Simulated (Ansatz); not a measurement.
Given:

```yaml
crystal:
  lattice:
    - [0.00000, 2.10708, 2.10708]
    - [2.23246, 0.00000, 2.10708]
    - [2.23246, 2.10708, 0.00000]
  atoms:
    - { symbol: O, position: [0.00000, 0.00000, 0.00000] }
    - { symbol: Mg, position: [0.50000, 0.50000, 0.50000] }
```

No spin polarisation.

Level of theory: PBEsol/PAW in Ansatz (a program for electronic structure), no spin-orbit coupling. k-mesh 13×13×13 (Γ-centred); smearing 0.05 eV (Fermi–Dirac).

Problem. What is the computed valence-band top at Γ (three highest levels, from the VBM)?

Solution. 0.00, -0.11, -0.11 eV.

Problem. Estimate the gap character.

Solution. Direct at Γ.

Problem. What is the computed band gap?

Solution. 4.00 eV.

The cells carry an imposed strain or load. No phonon test of stability was made. The cell was made from MgO in the rock salt structure (space group Fm-3m, No. 225) by this change: uniaxial strain ε_xx = +5.95 %.
